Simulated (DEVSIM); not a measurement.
Structure: Au/La2O3/n-InP capacitor, at 400 K.

| layer (left to right) | material | thickness (nm) | Nd (cm⁻³) |
|---|---|---|---|
| 1 | La2O3 | 7.40 | - |
| 2 | InP | 6400 | 9.5e15 |

Metal gate on the left, work function 5.1 eV. Fixed charge at the semiconductor interface 0 cm⁻² (in units of +e); no interface traps.

The device is made up for the run: typed textbook-type constants, with dimensions and the other settings drawn at random. Values at 300 K; Nc and Nv go as T^1.5, mobilities as T to minus their exponent, the gap by Varshni's rule with the affinity fixed.

| parameter | La2O3 | InP |
|---|---|---|
| gap (eV) | 5.8 | 1.344 |
| affinity (eV) | 1.8 | 4.38 |
| permittivity | 27 | 12.5 |
| Nc (cm⁻³) | - | 5.7e17 |
| Nv (cm⁻³) | - | 1.1e19 |
| Varshni α (eV/K) | - | 0.000363 |
| Varshni β (K) | - | 162 |

Model (solved in DEVSIM): 1D Poisson equation in equilibrium, Boltzmann statistics, complete ionisation; no quantum confinement or tunnelling. Metal contacts follow the ideal Schottky-Mott rule: no Fermi-level pinning, no interface dipoles.

Base results: flat-band voltage (V) 0.56; minimum of the low-frequency capacitance (μF/cm²) 0.0344; threshold voltage (band bending 2φF) (V) -0.35.

What follows from this one change: fixed charge 0 → 8.4e+12 cm^-2?

flat-band voltage 0.56 → 0.15 V; minimum of the low-frequency capacitance little changed (0.0347 μF/cm²); threshold voltage (band bending 2φF) -0.35 → -0.77 V.

What follows from this one change: gate work function 5.1 → 5.4 eV?

flat-band voltage 0.56 → 0.86 V; minimum of the low-frequency capacitance little changed (0.0344 μF/cm²); threshold voltage (band bending 2φF) -0.35 → -0.05 V.

What follows from this one change: temperature 400 → 350 K?

flat-band voltage 0.56 → 0.59 V; minimum of the low-frequency capacitance 0.0344 → 0.0322 μF/cm²; threshold voltage (band bending 2φF) -0.35 → -0.41 V.

What follows from this one change: substrate doping 9.5e+15 → 4.8e+15 cm^-3?

flat-band voltage 0.56 → 0.54 V; minimum of the low-frequency capacitance 0.0344 → 0.0253 μF/cm²; threshold voltage (band bending 2φF) -0.35 → -0.32 V.

What follows from this one change: interface trap density 0 → 1e+11 cm^-2 eV^-1?

flat-band voltage little changed (0.57 V); minimum of the low-frequency capacitance 0.0344 → 0.0501 μF/cm²; threshold voltage (band bending 2φF) little changed (-0.35 V).
